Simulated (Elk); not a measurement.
Band structure of NaCeS2 (P4/mmm, 4 atoms in the cell).

```
CELL_PARAMETERS angstrom
      4.08533     0.00000     0.00000
      0.00000     4.08533     0.00000
      0.00000     0.00000     5.59656
ATOMIC_POSITIONS crystal
  Na 0.00000 0.00000 0.00000
  Ce 0.50000 0.50000 0.50000
  S  0.00000 0.00000 0.50000
  S  0.50000 0.50000 0.00000
```
Moments meant for the start (each program seeds them in its own way; μB, in the order of the atoms Na Ce S S): 0.0 1.0 0.0 0.0.

Method of the run: PBEsol, all-electron FP-LAPW, Elk's shipped species files, APW+lo basis with extra local orbitals (Elk).

Settings: xctype = 22; spinpol = true; rgkmax = 8; stype = 0; swidth = 0.00734986 Ha; ngridk = 7 7 5; reducebf = 0.5; gmaxvr = 14 1/bohr; nxlo = 2; lorbcnd = true; rmtscf = 0.99; lmaxi = 3; nempty = 8 per atom; bfcmt = [[0.0, 0.0, 0.0], [0.0, 0.0, -0.5], [0.0, 0.0, 0.0], [0.0, 0.0, 0.0]].

The starting cell comes from a database of computed structures (which also holds hypothetical and non-ambient phases and stackings), without a prior relaxation at this level. Spin-orbit coupling is off. With one magnetic atom in the cell only a parallel order is possible. With U or open f shells several self-consistent states can exist. The f electrons are in the valence without U or exact exchange, which can misplace them near the Fermi level. Spin-orbit terms, which matter for f shells, are left out. Values depend on the basis (sphere radii, cutoffs, local orbitals), which need not be converged.

Levels in eV from the Fermi level, bands 13 to 20 of the first spin channel:
```tsv
point	13	14	15	16	17	18	19	20
Γ	-2.56	-1.65	-1.51	-1.51	-0.47	0.66	0.70	0.89
X	-3.42	-3.16	-1.82	-1.46	0.60	0.61	0.63	0.76
M	-2.79	-2.24	-2.24	-1.65	0.44	0.44	0.74	0.75
Z	-2.52	-2.52	-1.85	-1.85	-0.38	0.63	0.66	0.67
R	-3.87	-3.54	-1.70	-1.70	0.48	0.53	0.61	0.61
A	-3.21	-3.07	-2.78	-2.78	0.62	0.63	0.68	0.75
```

Bands cross the Fermi level along this path, so the cell is metallic at this level.

The net moment of the cell came out as 0.83 μB.
